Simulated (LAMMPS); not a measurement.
System: a melt made from SiC (zinc blende), 1000 atoms, at 2610 K and 0 GPa, brought to that temperature within a few picoseconds.

Level of theory: classical MD, pair style edip/multi, file SiC.edip, run in LAMMPS.

```tsv
r (Å)	g(r), C-Si	g(r), C-C
1.220	0.000	0.000
1.260	0.000	0.048
1.300	0.000	0.071
1.340	0.000	0.278
1.380	0.000	0.896
1.420	0.000	2.14
1.460	0.000	3.29
1.500	0.000	4.80
1.540	0.003	5.44
1.580	0.042	5.12
1.620	0.046	4.14
1.660	0.153	2.70
1.700	0.376	1.80
1.740	0.733	0.833
1.780	1.39	0.415
1.820	1.86	0.141
1.860	2.61	0.039
1.900	3.23	0.025
1.940	3.43	0.004
1.980	3.32	0.012
2.020	2.98	0.011
2.060	2.44	0.014
2.100	2.00	0.055
2.140	1.54	0.168
2.180	1.18	0.311
2.220	1.08	0.340
2.260	0.952	0.414
2.300	0.801	0.542
2.340	0.794	0.609
2.380	0.708	0.656
2.420	0.598	0.910
2.460	0.498	0.943
2.500	0.544	1.11
2.540	0.672	1.15
2.580	0.634	1.21
2.620	0.753	1.30
2.660	0.784	1.29
2.700	0.832	1.20
2.740	0.924	1.17
2.780	1.00	1.05
2.820	1.04	1.10
2.860	1.07	1.05
2.900	1.09	1.01
2.940	1.06	1.02
2.980	1.11	0.996
3.020	1.08	0.967
3.060	1.04	0.987
3.100	1.00	0.952
3.140	1.03	1.03
3.180	1.03	1.01
3.220	0.971	0.966
3.260	0.970	0.973
3.300	0.933	1.00
3.340	0.954	0.958
3.380	0.929	0.968
3.420	0.917	1.00
3.460	0.928	0.942
3.500	0.925	1.01
3.540	0.923	0.998
3.580	0.930	1.06
3.620	0.904	0.988
3.660	0.867	0.997
3.700	0.945	1.01
3.740	0.911	1.05
3.780	0.897	0.996
3.820	0.923	1.04
3.860	0.933	0.982
3.900	0.923	0.995
3.940	0.977	1.09
3.980	0.990	0.999
4.020	0.955	1.04
4.060	1.01	0.949
4.100	0.992	1.00
4.140	0.980	1.00
4.180	1.01	0.933
4.220	1.01	1.01
4.260	1.02	0.994
4.300	1.04	0.972
4.340	1.02	0.980
4.380	1.03	0.987
4.420	1.02	0.998
4.460	1.01	0.997
4.500	1.02	0.962
4.540	1.02	0.972
4.580	1.04	0.992
4.620	1.03	0.965
4.660	1.02	1.02
4.700	1.03	0.990
4.740	1.02	0.996
4.780	1.02	0.973
4.820	1.05	1.02
4.860	0.999	0.967
4.900	0.997	1.02
4.940	1.02	1.03
4.980	1.03	1.02
5.020	1.02	0.968
5.060	0.985	0.994
5.100	0.990	1.00
5.140	0.996	1.00
5.180	1.02	1.02
5.220	0.993	1.04
```

Read from the full data:
- state found: liquid
- first peak of g(r), C-Si: 1.95 Å, height 3.4
- coordination number of C by Si: 2.43 (counted to 2.50 Å)
- coordination number of Si by C: 2.43 (counted to 2.50 Å)
- first peak of g(r), C-C: 1.55 Å, height 5.4

Caution: enthalpy drifts during the constant-pressure average: a transition or slow ageing; fluctuation values are void. Caution: at ambient pressure real SiC sublimes or decomposes before or as it melts, so this liquid is the model's. Caution: a run this short can hold a crystal over, or a liquid under, the potential's melting point.
